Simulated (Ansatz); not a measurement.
# What Ir on a In site, symmetric start does to InP

The reference is an 8-atom supercell of InP in the zinc blende structure (space group F-43m, No. 216; a = 5.9073 Å) at its relaxed geometry.

Perturbation: one In atom is replaced by Ir, atoms relaxed at fixed cell.

Method: r2SCAN (Ansatz, a quantum-chemistry and plane-wave program; PAW; 500 eV plane waves; no SOC), earlier PAW set. Settings: 4×4×4 k-points, 0.01 eV Fermi–Dirac smearing.

```json
[
 {"quantity": "pressure", "base": "0.0 GPa", "changed": "-4.5 GPa", "shift": "-4.5 GPa"},
 {"quantity": "energy gained by relaxation", "base": "–", "changed": "1.31 eV", "shift": "–"},
 {"quantity": "largest displacement of a host atom from its site in the perfect cell", "base": "–", "changed": "0.27 Å", "shift": "–"},
 {"quantity": "mean distance from the defect site to its nearest host atoms", "base": "2.56 Å", "changed": "2.29 Å", "shift": "-0.27 Å"}
]
```

The magnetic state is the one reached from the starting moments; the real material's order can differ, and small cells can't hold many antiferromagnetic ones. The cell is small, so the values are those of an ordered compound at a high defect concentration; dilute-limit values will differ. A case with no gap was solved on a k-mesh chosen for an insulator, which is coarse for it. The defect started on the symmetric site and kept its symmetry, so it may sit on a saddle. Seeded moments were not kept for Ir on a In site. The defect cell is spin-polarised and ends with 0.2 μB, a fractional moment that hangs on the mesh and smearing.
